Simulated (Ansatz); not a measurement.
The reference is SiO2 in the rutile structure (space group P4_2/mnm, No. 136; a = 4.195 Å, c = 2.678 Å).

One thing is altered: every Si is replaced by Ti; the structure is relaxed again.

Levels (all Ansatz, a program for electronic structure, PAW): PBEsol (420 eV, no spin-orbit coupling); r2SCAN (500 eV, without spin-orbit coupling); HSE06 (420 eV, without spin-orbit coupling).

At the geometry relaxed with PBEsol, these levels gave the following band gaps, in shuffled order: (a) 2.24 eV, (b) 3.40 eV, (c) 1.87 eV.

**Question.** Match each gap to its level.

**Answer.** (a) r2SCAN; (b) HSE06; (c) PBEsol.

Single points use the geometry relaxed with PBEsol. Stability against distortions was not tested. All final runs are without spin polarisation.
